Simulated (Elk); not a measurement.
A self-consistent single point of NiSi2 (Fm-3m, 3 atoms in the cell) with Elk.

Method of the run: Elk with PBE, all-electron FP-LAPW, Elk's shipped species files, APW+lo basis with extra local orbitals.

```yaml
crystal:
  lattice:
    - [0.00000, 2.66902, 2.66902]
    - [2.66902, 0.00000, 2.66902]
    - [2.66902, 2.66902, 0.00000]
  atoms:
    - { symbol: Si, position: [0.25000, 0.25000, 0.25000] }
    - { symbol: Si, position: [0.75000, 0.75000, 0.75000] }
    - { symbol: Ni, position: [0.00000, 0.00000, 0.00000] }
```

Reference input (self-consistent single point, DFT, PBE, all-electron FP-LAPW, Elk's shipped species files, APW+lo basis with extra local orbitals): xctype = 20; rgkmax = 7.5; stype = 0; swidth = 0.00499791 Ha; ngridk = 9 9 9; tforce = true; gmaxvr = 18 1/bohr; lmaxapw = 10; lmaxo = 8; nxlo = 2; lorbcnd = true; lradstp = 2. This run's input differs from it in these lines:

```diff
@@ -67,3 +67,3 @@
 ngridk
-  9 9 9
+  6 6 6
```

The program printed (abridged):

```
│ Self-consistent loop started │
│ Loop number : 1 │
 total energy                :     -2114.31522868
│ Loop number : 2 │
 total energy                :     -2113.67224059
RMS change in Kohn-Sham potential (target) :   0.4208946632     (  0.1000000000E-05)
Absolute change in total energy (target)   :   0.6429880820     (  0.1000000000E-03)
│ Loop number : 3 │
 total energy                :     -2114.34368423
RMS change in Kohn-Sham potential (target) :   0.4218465315     (  0.1000000000E-05)
Absolute change in total energy (target)   :   0.5106966169     (  0.1000000000E-03)
│ Loop number : 4 │
   [... lines left out ...]
Absolute change in total energy (target)   :   0.1874906232E-02 (  0.1000000000E-03)
│ Loop number : 15 │
 total energy                :     -2100.97676819
RMS change in Kohn-Sham potential (target) :   0.1629175730E-05 (  0.1000000000E-05)
Absolute change in total energy (target)   :   0.2917133488E-03 (  0.1000000000E-03)
│ Loop number : 16 │
 total energy                :     -2100.97669913
RMS change in Kohn-Sham potential (target) :   0.5748456060E-06 (  0.1000000000E-05)
Absolute change in total energy (target)   :   0.3873755304E-05 (  0.1000000000E-03)
Convergence targets achieved

│ Loop number : 17 │

Energies :
 Fermi                       :     0.405555238437
 total energy                :     -2100.97666036

Density of states at Fermi energy :    28.48824641
 (states/Hartree/unit cell)

Estimated indirect band gap :   0.8831913962E-02
 from k-point     11 to k-point      9
Estimated direct band gap   :   0.6103769462E-01
 at k-point     13

Charges :
 core                        :    32.00000000
 valence                     :    24.00000000
 interstitial                :    5.624013612
 muffin-tins (core leakage)
  species :    1 (Si)
   atom    1                 :    11.65865493     (  0.4559742432E-02)
   atom    2                 :    11.65865493     (  0.4559742432E-02)
  species :    2 (Ni)
   atom    1                 :    27.05867654     (  0.1154210767E-02)
   [... lines left out ...]
   total force               :     0.00000000   -0.00000000   -0.00000000
   total magnitude           :     0.00000000
 species :    2 (Ni)
  atom :    1
   Hellmann-Feynman          :     0.00000000    0.00000000    0.00000000
   IBS                       :    -0.00000000   -0.00000000   -0.00000000
   total force               :    -0.00000000    0.00000000    0.00000000
   total magnitude           :     0.00000000
```

The run converged in 17 iterations. The count includes the last loop, which Elk runs after its targets are met. Against the reference run the total energy rises by 1.8 meV/atom.

The starting cell has typed, rounded lattice constants, without a prior relaxation at this level. Its lattice was rescaled by a random factor within 2.5 % of one. Spin polarisation is off. Values depend on the basis (sphere radii, cutoffs, local orbitals), which need not be converged. The log's line on a gap gives a spacing of levels on this mesh, which the program prints for metals too.
